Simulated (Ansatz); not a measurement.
L1₂ (Cu3Au-type) Ni₃Al, treated with HSE06-D3(BJ) (Ansatz, an electronic-structure program, plane waves, PAW).

Settings: plane-wave cutoff 460 eV, 8×8×8 k mesh, Fermi–Dirac smearing 0.05 eV, spin-polarised with parallel moments, scalar-relativistic PAW data made under PBE.

Cell (relaxed at this level):

```yaml
crystal:
  lattice:
    - [3.48848, 0.00000, 0.00000]
    - [0.00000, 3.48848, 0.00000]
    - [0.00000, 0.00000, 3.48848]
  atoms:
    - { symbol: Al, position: [0.00000, 0.00000, 0.00000] }
    - { symbol: Ni, position: [0.00000, 0.50000, 0.50000], spin: 0.5 }
    - { symbol: Ni, position: [0.50000, 0.00000, 0.50000], spin: 0.5 }
    - { symbol: Ni, position: [0.50000, 0.50000, 0.00000], spin: 0.5 }
```

Give the computed bulk modulus, magnetic moment (largest site, within a sphere) and pressure derivative B′ of the bulk modulus.


* **bulk modulus**: 204 GPa
* **magnetic moment (largest site, within a sphere)**: 0.54 μB
* **pressure derivative B′ of the bulk modulus**: 4.9

Measured, for comparison: bulk modulus 174 GPa (temperature not stated, no zero-point or thermal correction; as tabulated in Zarkevich et al. (2023), arXiv:2304.06869). Computed (rounded) less measured: bulk modulus +17 %.

Spins in the cell block are starting values.

Moments are spin moments.

Static lattice: no zero-point or thermal effects.
